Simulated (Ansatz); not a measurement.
Consider GaP in the zinc blende structure (space group F-43m, No. 216).

```
GaP
1.0
    0.00000     2.69570     2.69570
    2.69570     0.00000     2.69570
    2.69570     2.69570     0.00000
Ga P
1 1
Direct
  0.00000   0.00000   0.00000
  0.25000   0.25000   0.25000
```

Cartesian axes are those of the cell as printed.

Calculations: LDA/PAW in Ansatz (a quantum-chemistry and plane-wave program), no spin-orbit coupling.

Strains are applied to the cell and any free atomic positions relax.

One change was made to it. Results:

The energy grows by 7.0 meV/atom; the valence-band top at Γ (three highest levels, from the VBM) goes from 0.00, 0.00, 0.00 eV to 0.00, -0.19, -0.33 eV; the band gap falls by 0.365 eV to 1.02 eV.

Q: Which of these changes matches the shifts?
A. tensor shear ε_xy = +1.14 %
B. tensor shear ε_xy = +2.00 %
C. tensor shear ε_xy = +0.86 %

A: B, tensor shear ε_xy = +2.00 %. For comparison, the band gap in the other runs: tensor shear ε_xy = +0.86 % gives 1.28 eV; tensor shear ε_xy = +1.14 % gives 1.22 eV.

No phonon test of stability was made.
